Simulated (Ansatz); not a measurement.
The starting structures come from a database of crystals and need not be the phases stable at ambient conditions.

Inside the gap of an insulator the Bloch states are evanescent, with a wavenumber k + iκ along the transport direction.

Given:

```
RbH2O4P
1.0
    6.48003    -0.05741     0.00000
   -2.32689     6.04811     0.00000
    2.07657     2.99535     5.35815
Rb H P O
2 4 2 8
Direct
  0.50000   0.50000   0.00000
  0.75000   0.25000   0.50000
  0.12500   0.01233   0.61267
  0.98767   0.37500   0.88733
  0.62500   0.73767   0.38733
  0.26233   0.87500   0.11267
  0.00000   0.00000   0.00000
  0.25000   0.75000   0.50000
  0.96918   0.02057   0.76670
  0.97943   0.21273   0.05139
  0.78727   0.73588   0.23330
  0.26412   0.03082   0.94861
  0.28082   0.01412   0.44861
  0.27057   0.71918   0.26670
  0.46273   0.72943   0.55139
  0.98588   0.53727   0.73330
```

Space group of this cell: I-42d. The cell was relaxed by PBE-D3(BJ); by PBEsol its mean pressure is -0.8 GPa.

Transport runs along the normal of the first two printed cell vectors, the (110) plane of the conventional cell.

No gap correction and no spin-orbit coupling; mid-gap values are interpolated between computed energies.

Problem. Give the band gap and the smallest decay constant κ at mid-gap that PBEsol in Ansatz (a program for electronic structure) yields.

Solution. Gap 5.51 eV on a 6×6×6 mesh; κ = 0.489 1/Å, at the zone centre.
